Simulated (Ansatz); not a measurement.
Start from SiC (space group P6_3mc, No. 186; a = 3.094 Å, c = 10.129 Å).

Method: DFT with PBE, PAW potentials and a 420 eV plane-wave cutoff in Ansatz (a first-principles code), spin-orbit coupling left out.

For the base:

* **Smallest direct gap**: 3.34 eV
* **Gap character**: indirect, Γ → M
* **Pressure**: 0.0 kbar

Now apply this change: an isotropic linear strain of +0.29 %, atoms relaxed at fixed cell.

### Question
How does this affect the smallest direct gap?

### Answer
The smallest direct gap remains 3.34 eV.

### Question
Estimate the effect on the gap character.

### Answer
The gap character stays indirect, Γ → M.

### Question
What does the calculation give for the pressure after the change?

### Answer
The pressure (mean of the normal stresses, compression positive) goes from zero to -18.2 kbar.

Stability against distortions was not tested.
